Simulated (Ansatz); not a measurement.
Reference: KCl (Fm-3m), PBEsol, rigid bands (plane waves, PAW, scalar-relativistic; Ansatz, an electronic-structure program); axes and stresses refer to this cell.

```xyz
2
Lattice="0.0000 3.1215 3.1215 3.1215 0.0000 3.1215 3.1215 3.1215 0.0000" Properties=species:S:1:pos:R:3 pbc="T T T"
K      0.0000     0.0000     0.0000
Cl     3.1215     3.1215     3.1215
```

- electron conductivity mass: 0.45 mₑ
- Seebeck coefficient, n-type 1e19 cm⁻³: -198 μV/K
- hole conductivity mass: 3.5 mₑ

Question: Change: functional r2SCAN on the same cell. What happens to electron conductivity mass, Seebeck coefficient, n-type 1e19 cm⁻³, hole conductivity mass?

Answer: electron conductivity mass moves little, to 0.45 mₑ; Seebeck coefficient, n-type 1e19 cm⁻³ moves little, to -201 μV/K; hole conductivity mass rises to 3.6 mₑ.

Masses are for dilute carriers at 300 K, harmonic means over directions unless an axis is named. Seebeck coefficients are for the stated density at 300 K, with one relaxation time for all states and whether or not that doping can be reached. Spin-orbit coupling is left out unless a row names it.
